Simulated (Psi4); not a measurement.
Psi4 1.11, PBE/def2-svp: OB(O)O[SiH2][O][GeH3], 14 atoms. The geometry is a generated start, not checked to be a minimum at this level.

```
Property                              Value
--------------------------  ---------------
task                                 energy
method                                  pbe
basis                              def2-svp
memory                                 3 GB
maxiter                                 100
keys of the molecule block      symmetry c1
scf_type                       df (default)
e_convergence               1e-06 (default)
d_convergence               1e-06 (default)
dft_radial_points              75 (default)
dft_spherical_points          302 (default)
basis functions                         155
grid points                          299550
```

```xyz
14

Ge     3.2128    -0.0834     0.4649
O      1.5114     0.1091     0.2045
Si     0.1584    -0.6151    -0.2841
O     -0.9878     0.5037    -0.1888
B     -2.3131     0.7113    -0.1538
O     -2.7729     1.9806    -0.1035
O     -3.2251    -0.3090    -0.1736
H      3.6618     1.2757     0.8922
H      3.8209    -0.5311    -0.8319
H      3.3870    -1.1265     1.5309
H     -0.1391    -1.7407     0.6119
H      0.2741    -1.0220    -1.6849
H     -3.7287     2.0381    -0.0867
H     -2.8596    -1.1907    -0.1970
```

With the defaults (diis = true, scf_initial_accelerator = adiis, damping_percentage = 0, guess = auto, which took SAD, soscf = false, soscf_start_convergence = 0.01, diis_max_vecs = 10, level_shift = 0, level_shift_cutoff = 0.01) it converges in 11 SCF iterations. One run each on 2 threads, with these changes:
- soscf = true, soscf_start_convergence = 0.001
- guess = huckel
- level_shift = 0.5, level_shift_cutoff = 0.001
- diis = false, scf_initial_accelerator = none, damping_percentage = 60
- guess = gwh
- guess = modhuckel
- diis_max_vecs = 6
- soscf = true, soscf_start_convergence = 0.1
- diis_max_vecs = 3

Question: Which of these changes keep the SCF from converging, or lead it to another solution?

Answer: No convergence: diis = false, scf_initial_accelerator = none, damping_percentage = 60 (the run ends without SCF convergence in 100 iterations). The rest reach the solution of the defaults.

| setting | SCF iterations | JK calls | end |
|---|---|---|---|
| soscf = true, soscf_start_convergence = 0.1 | 6 | 22 | same solution |
| soscf = true, soscf_start_convergence = 0.001 | 8 | 19 | same solution |
| the defaults | 11 | 12 | same solution |
| guess = huckel | 11 | 39 | same solution |
| guess = modhuckel | 11 | 39 | same solution |
| level_shift = 0.5, level_shift_cutoff = 0.001 | 11 | 12 | same solution |
| diis_max_vecs = 6 | 12 | 13 | same solution |
| guess = gwh | 18 | 18 | same solution |
| diis_max_vecs = 3 | 20 | 21 | same solution |
| diis = false, scf_initial_accelerator = none, damping_percentage = 60 | 100 | 101 | no convergence |

An SOSCF iteration holds several JK calls; a Hückel guess adds calls on atoms. 1 further run of the study ended by our limits or in an error and is left out.
